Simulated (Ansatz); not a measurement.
Start from ZnGeP2 in the chalcopyrite structure (space group I-42d, No. 122; a = 5.4243 Å, c = 10.7097 Å). Axes: x, y, z lie along a, b, c of the conventional cell.

Now apply this change: the cell is stretched by 3.00 % along x with no lateral relaxation; the atoms relax in the strained cell.

Level of theory: PBEsol/PAW in Ansatz (a program for electronic structure), spin-orbit coupling left out.

Q: Give the band edges at the high-symmetry points of the new zone, measured from its valence-band maximum.

A: 
```json
[
 {"point": "Γ", "valence edge (eV)": "0.00", "conduction edge (eV)": "1.14"},
 {"point": "X", "valence edge (eV)": "-1.36", "conduction edge (eV)": "1.06"},
 {"point": "F₂", "valence edge (eV)": "-0.81", "conduction edge (eV)": "1.24"},
 {"point": "Σ₀", "valence edge (eV)": "-0.81", "conduction edge (eV)": "1.24"},
 {"point": "Y₀", "valence edge (eV)": "-0.91", "conduction edge (eV)": "1.41"},
 {"point": "U₀", "valence edge (eV)": "-0.91", "conduction edge (eV)": "1.41"},
 {"point": "R", "valence edge (eV)": "-0.96", "conduction edge (eV)": "2.24"},
 {"point": "W", "valence edge (eV)": "-1.16", "conduction edge (eV)": "1.67"},
 {"point": "S", "valence edge (eV)": "-1.04", "conduction edge (eV)": "2.25"},
 {"point": "T", "valence edge (eV)": "-0.76", "conduction edge (eV)": "1.03"}
]
```

The gap is 1.01 eV, indirect, Γ → X–F₂ (33 % along).

Stability against distortions was not tested. Labels are those of the standard path for the cell's own space group.
